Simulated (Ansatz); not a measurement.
Consider a 16-atom supercell of ZrSi in the rock salt structure (space group Fm-3m, No. 225; a = 5.341 Å; a hypothetical phase, not in the database extracts checked) at its relaxed geometry.

All numbers come from Kohn–Sham DFT with the PBEsol functional, run in Ansatz (a program for electronic structure) with PAW and 420 eV plane waves, without spin-orbit coupling.

One neutral defect a cell, atoms relaxed at fixed cell.

One change was made to it. Results:

| quantity | base | after |
|---|---|---|
| largest displacement of a host atom from its site in the perfect cell | – | 0.11 Å |
| pressure | 0.0 GPa | 0.7 GPa |

### Question
Name the change that was made.
(A) Li interstitial (started 2.09 Å from the nearest host atom)
(B) H interstitial (started 1.89 Å from the nearest host atom)
(C) Pt on a Si site

### Answer
B, H interstitial (started 1.89 Å from the nearest host atom). For comparison, the pressure in the other runs: Pt on a Si site gives 1.9 GPa; Li interstitial (started 2.09 Å from the nearest host atom) gives 4.5 GPa.

In so small a cell the defect repeats every few ångströms: this is an ordered compound, not a dilute defect. All final runs are without spin polarisation.
